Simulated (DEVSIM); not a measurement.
Structure: abrupt GaAs p-n junction, at 300 K.

Layer 1 from the left is GaAs, thickness (μm) 0.170, Na (cm⁻³) 9.4e17, τn (s) 4e-8, τp (s) 4e-8. Layer 2 from the left is GaAs, thickness (μm) 17.0, Nd (cm⁻³) 3.3e14, τn (s) 4e-8, τp (s) 4e-8.

Left contact: ohmic. Right contact: ohmic. Voltage is applied to the left contact. Recombination: SRH at mid-gap. Mobility is constant in doping.

Constants are typed, rounded textbook-type inputs, not results; the design itself was drawn at random and stands for no fabricated device. Values at 300 K.

GaAs: gap (eV) 1.424, affinity (eV) 4.07, permittivity 12.9, Nc (cm⁻³) 4.7e17, Nv (cm⁻³) 9e18, μn (cm²/Vs) 8500, μp (cm²/Vs) 400.

Task: Estimate by hand the built-in potential, the peak field at zero bias, the capacitance at -0.6 V, and compare with a numerical solution.

Result: 
- Built-in potential: ni = √(Nc Nv) exp(−Eg/2kT) = 2250000 cm⁻³ with Eg = 1.424 eV; Vbi = kT/q ln(Na Nd/ni²) = 1.178 V; numerical 1.178 V.
- Peak field at zero bias: depletion approximation: W = √(2εVbi/(qN)) = 2.26 μm with N = 3.30e14 cm⁻³; field = 2Vbi/W = 10400 V/cm; numerical 50900 V/cm (estimate below by 79 %).
- Capacitance at -0.6 V: C = √(qεN / 2(Vbi + |V|)) = 4.12 nF/cm²; numerical 4.29 nF/cm² (estimate below by 4.1 %).

Model (solved in DEVSIM): 1D drift-diffusion, Boltzmann statistics, complete ionisation; no tunnelling, impact ionisation, image-force lowering or self-heating.
